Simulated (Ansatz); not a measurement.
Rh (Fm-3m), PBEsol, DFPT electron-phonon coupling, linearised Boltzmann equation in Ansatz (a quantum-chemistry and plane-wave program): phonon-limited resistivity 4.33 μΩ·cm at 300 K, 5.95 μΩ·cm at 400 K, current-weighted mean free path 8.3 nm, Drude plasma energy 10.09 eV.

Task: What is the classical skin depth at 10 GHz (nonmagnetic, μ₀ = 1.257×10⁻⁶ H/m)?

Result: δ = √(ρ/(π f μ₀)) = 1050 nm.

Task: Estimate the electronic thermal conductivity at 300 K by the Wiedemann-Franz law (L₀ = 2.44×10⁻⁸ W·Ω/K²).

Result: L₀T/ρ = 2.44×10⁻⁸ × 300/(4.33×10⁻⁸) = 169 W/(m·K). Inelastic scattering puts the true Lorenz number somewhat under L₀ near and below the Debye temperature.

Task: Estimate the resistivity of a 80 nm square wire with diffuse walls from ρ ≈ ρ₀(1 + 3ℓ/4d).

Result: 1 + 0.75 × 8.3/80 = 1.08, so ρ ≈ 4.67 μΩ·cm and a line 1 μm long has 7.29 Ω. The formula is the free-electron limit for d well above ℓ; grain boundaries add to it.

A metal at this level (no band gap). Only scattering by harmonic phonons is included (no impurities, grain boundaries, electron-electron scattering or thermal expansion). Spin-orbit coupling is left out. Halving the electron mesh (36x36x36) moves the resistivity by up to 5 % at 300 K, the mean free path by up to 2 %. Smearing 0.20 eV; phonons on a 6x6x6 q mesh, which this run doesn't test.
